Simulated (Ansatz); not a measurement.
The starting structures come from a database of crystals and need not be the phases stable at ambient conditions.

 Where the default PAW files enter, the runs use the earlier of Ansatz's two default sets.

The decay constant κ of evanescent states in the gap governs leakage through a thin film.

Consider the following.

```yaml
crystal:
  lattice:
    - [5.24341, 0.00000, 0.00000]
    - [0.00000, 5.24341, 0.00000]
    - [2.62170, -2.62170, 3.70765]
  atoms:
    - { symbol: Sr, position: [0.25000, 0.25000, 0.50000] }
    - { symbol: Sr, position: [0.75000, 0.75000, 0.50000] }
    - { symbol: Fe, position: [0.00000, 0.00000, 0.00000] }
    - { symbol: H, position: [0.21754, 0.78246, 0.56492] }
    - { symbol: H, position: [0.78246, 0.21754, 0.43508] }
    - { symbol: H, position: [0.78246, 0.78246, 0.00000] }
    - { symbol: H, position: [0.21754, 0.21754, 0.00000] }
    - { symbol: H, position: [0.21754, 0.78246, 0.00000] }
    - { symbol: H, position: [0.78246, 0.21754, 0.00000] }
```

Space group of this cell: Fm-3m. The cell is taken as given.

Transport runs along the normal of the first two printed cell vectors, the (001) plane of the conventional cell.

No gap correction and no spin-orbit coupling; mid-gap values are interpolated between computed energies.

**Question.** Estimate the band gap and the smallest decay constant κ at mid-gap that r2SCAN (Ansatz, an electronic-structure program) returns for this system.

**Answer.** Gap 1.86 eV on a 8×8×8 mesh; κ = 0.439 1/Å, at the zone centre.
